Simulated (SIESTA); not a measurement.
Worked example: self-consistent single point of a (001) slab of Bi (cut from a parent of space group no. 166; 6 atoms in the cell) in SIESTA.

Level of theory: GGA PBEsol, numerical atomic orbitals DZP, PseudoDojo PBEsol standard norm-conserving potentials (rewritten from UPF to PSML) in SIESTA.

```
Bi
1.0
    4.52725     0.00000     0.00000
   -2.26363     3.92071     0.00000
    0.00000     0.00000    23.45631
Bi
6
Direct
  0.00000   0.00000   0.36618
  0.66667   0.33333   0.29843
  0.66667   0.33333   0.53387
  0.33333   0.66667   0.46613
  0.33333   0.66667   0.70157
  0.00000   0.00000   0.63382
```

Reference input (self-consistent single point, DFT, GGA PBEsol, numerical atomic orbitals DZP, PseudoDojo PBEsol standard norm-conserving potentials (rewritten from UPF to PSML)): XC.functional = GGA; XC.authors = PBEsol; potentials = PseudoDojo PBEsol standard; PAO.BasisSize = DZP; PAO.EnergyShift = 0.01 Ry; MeshCutoff = 400 Ry; kgrid.MonkhorstPack = 4 4 1; OccupationFunction = MP; OccupationMPOrder = 0; ElectronicTemperature = 0.1 eV; MaxSCFIterations = 150; SCF.Mixer.Method = Pulay. This run's input differs from it in these lines:

```diff
@@ -31,4 +31,4 @@
 %block kgrid.MonkhorstPack
-    4   0   0  0.0
-    0   4   0  0.0
+    7   0   0  0.0
+    0   7   0  0.0
     0   0   1  0.0
```

Output, abridged:

```
        iscf     Eharris(eV)        E_KS(eV)     FreeEng(eV)     dDmax    Ef(eV) dHmax(eV)
   scf:    1   -13336.826708   -13328.101464   -13328.105816  0.602764 -3.136278  3.912129
   scf:    2   -13328.573278   -13328.362690   -13328.367053  0.052554 -3.229856  2.657558
   scf:    3   -13328.886999   -13328.634627   -13328.638995  0.038194 -3.331195  2.000456
   scf:    4   -13329.109060   -13328.905945   -13328.910322  0.091128 -3.553198  0.368960
   scf:    5   -13328.929945   -13328.920746   -13328.925102  0.015781 -3.556921  0.130629
   [... 6 lines left out ...]
   scf:   12   -13328.922161   -13328.922161   -13328.926509  0.000040 -3.512058  0.000076
   scf:   13   -13328.922161   -13328.922161   -13328.926509  0.000012 -3.512071  0.000051
   scf:   14   -13328.922161   -13328.922161   -13328.926509  0.000012 -3.512049  0.000013
   scf:   15   -13328.922161   -13328.922161   -13328.926509  0.000001 -3.512052  0.000011
SCF Convergence by DM+H criterion
max |DM_out - DM_in|         :     0.0000009482
max |H_out - H_in|      (eV) :     0.0000111663
SCF cycle converged after 15 iterations

Using DM_out to compute the final energy and forces

siesta: E_KS(eV) =           -13328.9222

siesta: E_KS - E_eggbox =    -13328.9222

siesta: Atomic forces (eV/Ang):
     1    0.000003   -0.000001    0.371350
     2   -0.000004    0.000002   -0.347394
     3   -0.000029    0.000017    0.248670
     4    0.000029   -0.000017   -0.248670
     5    0.000004   -0.000002    0.347393
     6   -0.000003    0.000001   -0.371350
   Tot   -0.000000   -0.000000    0.000000
   Max    0.371350
   Res    0.188686    sqrt( Sum f_i^2 / 3N )
   Max    0.371350    constrained

   [... lines left out ...]
siesta: FreeEng =    -13328.926509
   [... lines left out ...]

siesta: Cell volume =        416.350556 Ang**3

siesta: Pressure (static):
siesta:                Solid            Molecule  Units
siesta:          -0.00000621         -0.00001798  Ry/Bohr**3
siesta:          -0.00057058         -0.00165046  eV/Ang**3
siesta:          -0.91416465         -2.64433285  kBar

siesta: Electric dipole (a.u.)  =    0.000000   -0.000000    0.000000
siesta: Electric dipole (Debye) =    0.000000   -0.000000    0.000001
```

The run converged in 15 iterations. Against the reference run the free energy goes up by 11.7 meV/atom and the largest force goes from 0.202 to 0.371 eV/Å.

The starting cell has typed, rounded lattice constants, without a prior relaxation at this level. The slab is cut from that crystal, and its faces are unrelaxed. Its lattice was rescaled by up to half a per cent. Values carry the incompleteness of an atom-centred basis.

Cost on one core of a shared machine: roughly 60 s.
